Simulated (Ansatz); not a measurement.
Cubic perovskite SrMnO3 (metastable phase)

All values below come from LDA in Ansatz (PAW).

Settings: plane-wave cutoff 500 eV, 10×10×10 k mesh, Fermi–Dirac smearing 0.05 eV, magnetic order G, spin-polarised with opposed moments, scalar-relativistic PAW data made under PBE.

Cell (relaxed at this level):

```
MnSrO3
1.0
    0.00000     3.72405     3.72405
    3.72405     0.00000     3.72405
    3.72405     3.72405     0.00000
Sr Mn O
2 2 6
Direct
  0.00000   0.00000   0.00000
  0.50000   0.50000   0.50000
  0.25000   0.25000   0.25000
  0.75000   0.75000   0.75000
  0.00000   0.00000   0.50000
  0.50000   0.50000   0.00000
  0.50000   0.00000   0.00000
  0.00000   0.50000   0.50000
  0.00000   0.50000   0.00000
  0.50000   0.00000   0.50000
```

For cubic perovskite SrMnO3 (metastable phase), the band gap comes out as 0.42 eV (on the SCF k mesh).

Note: the magnetic order was assumed, not searched for or taken from measurement; the relaxation could not lower the start's symmetry, so the cell can be a saddle point above a distorted one; the volume lies 6 % below that of the published cell.

Spin–orbit coupling is not included.

The result took roughly 2.5 core-minutes.

Ansatz is a program for electronic structure.
